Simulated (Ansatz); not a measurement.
We consider NaF (model structure, F-43m, No. 216, 2 atoms in the cell), described by LDA (Ansatz, a first-principles code, plane waves, PAW).

Run with plane-wave cutoff 520 eV, 12×12×12 k mesh, Fermi–Dirac smearing 0.01 eV, scalar-relativistic PAW data made under PBE.

Cell (relaxed at this level):

Space group F-43m (No. 216); a = 4.961 Å, b = 4.961 Å, c = 4.961 Å, α = 90.00°, β = 90.00°, γ = 90.00°

```tsv
atom	site	symmetry	x	y	z
Na	4a	-43m	0.0000	0.0000	0.0000
F	4d	-43m	0.7500	0.7500	0.7500
```
(The calculation used a cell of 2 atoms; values per cell refer to that cell.)

Problem. What does this level give for the band gap?

Solution. 
- band gap: 5.53 eV (direct)

Note: the relaxation could raise the start's symmetry but not lower it, so the cell can be a saddle point.

A model structure was made by putting elements into a prototype or built by hand; it is no filed structure, need not be a known phase, and can be a saddle point held by its symmetry.
